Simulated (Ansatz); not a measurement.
PrPt2 (Fd-3m, No. 227), treated with r²SCAN+rVV10 in Ansatz (PAW).

Run with plane-wave cutoff 560 eV, 12×12×12 k mesh, Fermi–Dirac smearing 0.05 eV, spin-polarised with parallel moments, scalar-relativistic PAW data made under PBE.

Computed at the level's own relaxed cell.

Estimate the lattice constant a that the calculation returns.


* **lattice constant a**: 7.727 Å

Note: the magnetic order was assumed, not searched for or taken from measurement; the 4f shell is treated without U or exact exchange, so its levels and filling can be wrong.

Spin–orbit coupling is not included.

The computed numbers hold no vibrational or temperature effects.

Cost on a shared machine: very roughly 13 core-minutes.

Ansatz is a first-principles code.
